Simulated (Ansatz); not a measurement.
**A computed series for InSb: response to strain**

Consider InSb in the zinc blende structure (space group F-43m, No. 216; a = 6.4497 Å). Axes: x, y, z lie along the cube axes.

Strains are applied to the cell and any free atomic positions relax.

Computed with Ansatz (a quantum-chemistry and plane-wave program) LDA, spin-orbit coupling left out.

Notes on the quantities. energy relative to the base: free energy F.

| case | energy relative to the base | volume per atom |
|---|---|---|
| base | 0 meV/atom | 33.54 Å³ |
| tensor shear ε_xy = +1.71 % | +3.6 meV/atom | 33.53 Å³ |
| tensor shear ε_xy = +0.57 % | +0.4 meV/atom | 33.54 Å³ |
| tensor shear ε_xy = +0.29 % | +0.1 meV/atom | 33.54 Å³ |
| tensor shear ε_xy = +2.00 % | +4.9 meV/atom | 33.52 Å³ |
| tensor shear ε_xy = +0.86 % | +0.9 meV/atom | 33.53 Å³ |
| tensor shear ε_xy = +1.14 % | +1.6 meV/atom | 33.53 Å³ |
| tensor shear ε_xy = +1.43 % | +2.5 meV/atom | 33.53 Å³ |

Stability against distortions was not tested. All final runs are without spin polarisation.
